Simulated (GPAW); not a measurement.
GPAW run on ScGa (Cmcm, 4 atoms in the cell): self-consistent single point.

Method of the run: PBEsol, GPAW PAW datasets PBEsol (made by gpaw-setup) (plane waves; GPAW).

```
CELL_PARAMETERS angstrom
      2.03292    -5.09140     0.00000
      2.03292     5.09140     0.00000
      0.00000     0.00000     3.85786
ATOMIC_POSITIONS crystal
  Sc 0.13756 0.86244 0.25000
  Sc 0.86244 0.13756 0.75000
  Ga 0.41920 0.58080 0.25000
  Ga 0.58080 0.41920 0.75000
```

Reference input (self-consistent single point, DFT PBEsol, plane waves, GPAW PAW datasets PBEsol (made by gpaw-setup)): mode = pw; ecut = 800 eV; xc = PBEsol; kpts = 5 5 5; mesh shift (steps) = 0 0 0; occupations.name = methfessel-paxton; occupations.width = 0.1 eV; occupations.order = 1; nbands = -8; symmetry.symmorphic = false; symmetry.tolerance = 0.0005; maxiter = 100. This run's input differs from it in these lines:

```diff
@@ -17,3 +17,3 @@
             kpts=(5, 5, 5),
-            occupations={'name': 'methfessel-paxton', 'width': 0.1, 'order': 1},
+            occupations={'name': 'methfessel-paxton', 'width': 0.025, 'order': 1},
             nbands=-8,
```

The program printed (abridged):

```
     iter     time        total  log10-change:
                         energy   eigst   dens
iter:   1 --:--:--   -19.346217
iter:   2 --:--:--   -19.394027   -0.21  -1.21
iter:   3 --:--:--   -19.224710   -0.28  -1.24
iter:   4 --:--:--   -19.445526   -0.47  -1.64
iter:   5 --:--:--   -20.530487   -0.20  -1.61
iter:   6 --:--:--   -19.331964   -0.76  -1.23
iter:   7 --:--:--   -19.327439   -1.69  -1.74
iter:   8 --:--:--   -19.178377   -0.98  -1.75
iter:   9 --:--:--   -19.195789   -1.20  -2.19
iter:  10 --:--:--   -19.197906   -1.94  -2.51
iter:  11 --:--:--   -19.201040c  -2.42  -2.70
iter:  12 --:--:--   -19.199820c  -2.45  -2.68
iter:  13 --:--:--   -19.200130c  -2.96  -2.98
iter:  14 --:--:--   -19.201100c  -3.33  -3.01
iter:  15 --:--:--   -19.200178c  -3.41  -2.92
   [... 6 lines left out ...]
iter:  22 --:--:--   -19.200296c  -4.84  -3.93
iter:  23 --:--:--   -19.200291c  -5.42  -3.78
iter:  24 --:--:--   -19.200293c  -4.55  -3.81
iter:  25 --:--:--   -19.200277c  -5.46  -3.90
iter:  26 --:--:--   -19.200285c  -5.48  -4.30c
iter:  27 --:--:--   -19.200276c  -5.86  -4.07c
iter:  28 --:--:--   -19.200277c  -6.63  -4.77c
iter:  29 --:--:--   -19.200276c  -6.54  -4.74c
iter:  30 --:--:--   -19.200277c  -7.25  -4.87c
iter:  31 --:--:--   -19.200277c  -8.01c -4.91c
Converged after 31 iterations.

Dipole moment: (0.000000, 0.000000, -0.000000) |e|*Ang

Energy contributions relative to reference atoms: (reference = -147217.062042)

Kinetic:        +31.305445
Potential:      -25.977043
External:        +0.000000
XC:             -24.812307
Entropy (-ST):   -0.000129
Local:           +0.283715
SIC:             +0.000000
--------------------------
Free energy:    -19.200320
Extrapolated:   -19.200277

Showing only first 2 kpts
 Kpt  Band  Eigenvalues  Occupancy
  0    12      5.92337    2.00000
  0    13      6.45523   -0.00000
  0    14      6.83056    0.00000
  0    15      7.41140    0.00000

  1    12      5.52135    2.00000
  1    13      6.61316   -0.00000
  1    14      6.72491   -0.00000
  1    15      6.75371   -0.00000

Fermi level: 6.08955

No gap
No difference between direct/indirect transitions
Energy (eV): -19.200277

Forces in eV/Ang:
  0 Sc    0.00000   -0.09347    0.00000
  1 Sc    0.00000    0.09347   -0.00000
  2 Ga    0.00000    0.26675    0.00000
  3 Ga    0.00000   -0.26675   -0.00000

Stress tensor:
     0.007018     0.000000     0.000000
     0.000000     0.006796    -0.000000
     0.000000    -0.000000     0.017563
Stress (GPa, Voigt): [ 1.1244  1.0889  2.8139 -0.      0.      0.    ]
```

The run converged in 31 iterations. GPAW prints stress with tension positive. Against the reference run the free energy hardly moves (within 1 meV/atom), the pressure hardly changes (-1.67 to -1.68 GPa) and the largest force goes from 0.251 to 0.267 eV/Å.

The starting cell comes from a database of computed structures (which also holds hypothetical and non-ambient phases and stackings), without a prior relaxation at this level.

Cost on one core of a shared machine: roughly 2 min.
